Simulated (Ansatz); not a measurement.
Cost and result by functional for the surface energy of the (21-33) surface of hcp Sc in its 1x1 cell, outermost plane spacing 0.15 Å in the ideal cut, in Ansatz (plane waves, PAW). Single points on the PBE structure, on one kind of machine; costs are rough ratios of the slab run's core time (references not counted) to the cheapest single point. r2SCAN's cost holds its higher cutoff (500 against 420 eV). Differences are taken against r2SCAN for comparison alone: no measured value is at hand, so the table doesn't rank accuracy.

Slab: 24 atoms, 10.3 Å thick at the start (thin: gaps and levels are the slab's own); k 6x5x1, smearing 0.1 eV, dipole-corrected; all atoms relaxed; symmetry of the start imposed; no spin, no spin-orbit, no U. These notes are the PBE run's.

```json
[
 {"functional": "PBEsol", "relative cost": "1", "surface energy (J/m²)": "1.43", "less r2SCAN (J/m²)": "0.01"},
 {"functional": "LDA", "relative cost": "1", "surface energy (J/m²)": "1.47", "less r2SCAN (J/m²)": "0.05"},
 {"functional": "RPBE", "relative cost": "1", "surface energy (J/m²)": "1.23", "less r2SCAN (J/m²)": "-0.19"},
 {"functional": "r2SCAN", "relative cost": "2", "surface energy (J/m²)": "1.42", "less r2SCAN (J/m²)": "0.00"},
 {"functional": "PBE (the relaxed run's value)", "relative cost": "–", "surface energy (J/m²)": "1.32", "less r2SCAN (J/m²)": "-0.10"}
]
```

The values span 0.23 J/m², while the single points' costs differ by a factor of roughly 2. Differences are of unrounded values.

Ansatz is an electronic-structure program.
